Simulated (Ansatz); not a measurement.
Ansatz (a quantum-chemistry and plane-wave program) run on Sn₂Ir (I4mm, 3 atoms in the cell): self-consistent single point.

Method of the run: LDA (PW92), default PAW files made with PBE (plane waves; Ansatz).

The change in words: lattice scaled by 0.98; basis.ecutrho_ratio: default → 2. Reference geometry:
```yaml
crystal:
  lattice:
    - [0.00000, 3.19308, 3.19308]
    - [3.19308, 0.00000, 3.19308]
    - [3.19308, 3.19308, 0.00000]
  atoms:
    - { symbol: Sn, position: [0.75000, 0.75000, 0.75000] }
    - { symbol: Sn, position: [0.25000, 0.25000, 0.25000] }
    - { symbol: Ir, position: [0.00783, 0.00783, 0.99217] }
```

Reference input (self-consistent single point, DFT, LDA (PW92), plane waves, default PAW files made with PBE): basis.ecutwfc = 420 eV; kpoints.mp_grid.grid = 9 9 9; hamiltonian.xc = lda; hamiltonian.pseudopotentials = {kind: paw} (the program's default PAW files); scf.occupations.method = gaussian; scf.occupations.width = 0.1 eV. This run's input differs from it in these lines:

Ansatz 0.2 input:
```diff
@@ -3,5 +3,5 @@
   lattice:
-    - [0.00000000, 3.19307600, 3.19307600]
-    - [3.19307600, 0.00000000, 3.19307600]
-    - [3.19307600, 3.19307600, 0.00000000]
+    - [0.00000000, 3.12921400, 3.12921400]
+    - [3.12921400, 0.00000000, 3.12921400]
+    - [3.12921400, 3.12921400, 0.00000000]
   atoms:
@@ -12,2 +12,3 @@
   ecutwfc: 420.0
+  ecutrho_ratio: 2
 kpoints:
```

Output, abridged:

```
SCF iter   1: F=—  HF=-23423.335123 eV  |F-HF|=—  |Δ(HF+E_count)|=         —  Δρ=8.24e-3  dr2=1.72e-2  ethr=1.77e-3  ⟨swp⟩=5.9  Hψ=8605  notcnv=0
all-band conjugate gradients solve this SCF's bands
preconditioner: auto → none
SCF iter   2: F=—  HF=-23423.329587 eV  |F-HF|=—  |Δ(HF+E_count)|=   5.54e-3  Δρ=2.91e-3  dr2=2.41e-3  ethr=3.83e-5  ⟨swp⟩=2.0  Hψ=3489  notcnv=0
SCF iter   3: F=—  HF=-23423.329647 eV  |F-HF|=—  |Δ(HF+E_count)|=   6.00e-5  Δρ=1.54e-3  dr2=2.44e-3  ethr=5.35e-6  ⟨swp⟩=2.0  Hψ=2631  notcnv=0
SCF iter   4: F=—  HF=-23423.329234 eV  |F-HF|=—  |Δ(HF+E_count)|=   4.13e-4  Δρ=5.70e-4  dr2=2.44e-4  ethr=5.35e-6  ⟨swp⟩=2.0  Hψ=2497  notcnv=0
SCF iter   5: F=—  HF=-23423.329197 eV  |F-HF|=—  |Δ(HF+E_count)|=   3.71e-5  Δρ=1.32e-4  dr2=7.98e-6  ethr=5.43e-7  ⟨swp⟩=2.0  Hψ=2371  notcnv=0
SCF iter   6: F=—  HF=-23423.329199 eV  |F-HF|=—  |Δ(HF+E_count)|=   1.70e-6  Δρ=1.18e-5  dr2=4.45e-8  ethr=2.22e-10  ⟨swp⟩=5.5  Hψ=9446  notcnv=0
SCF iter   7: F=-23423.329199 eV  HF=-23423.329199 eV  |F-HF|=2.24e-9  |Δ(HF+E_count)|=   1.87e-9  Δρ=2.44e-6  dr2=3.62e-9  ethr=9.88e-11  ⟨swp⟩=2.4  Hψ=7596  notcnv=0
SCF 1 converged in 7 iterations: F = -23423.329199 eV  dr2 = 3.62e-9
Free energy (F): -23423.329199 eV
Internal energy: -23423.325101 eV  (E = F + TS)
E sigma→0 (E₀):  -23423.327150 eV
Entropy (-TS):   -0.004098 eV (-1.366 meV/atom)
Fermi energy:    15.178111 eV
--- Forces (eV/Å), atoms counted from 1 ---
  atom   1  Sn    -0.00000000     0.00000000     0.23532885
  atom   2  Sn     0.00000000    -0.00000000     0.23532885
  atom   3  Ir     0.00000000     0.00000000    -0.47066423
--- Stress (GPa, compression-positive) ---
        3.193981       0.000000       0.000000
        0.000000       3.193981       0.000000
        0.000000       0.000000       3.107531
  P = ⅓ Tr σ = 3.1652 GPa (31.652 kbar)
  The stress holds the Pulay correction, which leaves out the density cutoff's part. Without it, at fixed plane waves, as pw.x and ABINIT print it …
settings of this run that can trade accuracy for cost: basis.ecutrho_ratio < 4. Do not mix this run's numbers with those of runs without the same settings …
```

The run converged in 7 iterations. Against the reference run the free energy falls by 7.9 meV/atom, the pressure goes from -4.76 to 3.17 GPa and the largest force goes from 0.348 to 0.471 eV/Å. The full log also holds: “WARN basis.ecutrho_ratio = 2 (ecutrho = 840 eV) is below the records' recommended cutoff”.

The starting cell comes from a database of computed structures (which also holds hypothetical and non-ambient phases and stackings), without a prior relaxation at this level. Its lattice was rescaled by up to half a per cent. One atom was moved a little off its site on purpose. For this run, on top of that: lattice scaled by 0.98. Spin polarisation is off. Ansatz's pressure includes its estimate of the finite-basis (Pulay) stress. The cutoff lies below the one recommended for these files.
